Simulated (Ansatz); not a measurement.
Consider SiO2 in the rutile structure (space group P4_2/mnm, No. 136; a = 4.2359 Å, c = 2.6899 Å).

Level of theory: PBE (Ansatz, a first-principles code; PAW; 420 eV plane waves; scalar-relativistic without spin-orbit coupling), earlier PAW set.

Before the change:

| Property | Result |
|---|---|
| Hole mass | 1.9 mₑ along c, 1.1 mₑ across (at Γ) |
| Band gap | 5.05 eV |
| Electron mass | 0.36 mₑ along c, 0.45 mₑ across (at Γ) |
| Valence-band top at Γ | 0.00, -0.85, -0.85 eV |

It is then changed as follows: a negative pressure, −1 GPa.

### Question
Predict the new hole mass.

### Answer
The hole mass becomes 2.0 mₑ along c, 1.1 mₑ across (at Γ) (base: 1.9 mₑ along c, 1.1 mₑ across (at Γ)).

### Question
What happens to the band gap?

### Answer
The band gap drops by 0.055 eV (5.05 eV → 5.00 eV).

### Question
Estimate the effect on the electron mass.

### Answer
The electron mass remains 0.36 mₑ along c, 0.45 mₑ across (at Γ).

### Question
How does this affect the valence-band top at Γ?

### Answer
The valence-band top at Γ (three highest levels, from the VBM) stays 0.00, -0.85, -0.85 eV.

Load acts through the strain it causes; cell and atoms are relaxed under it. Masses are band curvatures over ±0.01 Å⁻¹ around the edge. Whether these cells are dynamically stable was not tested.
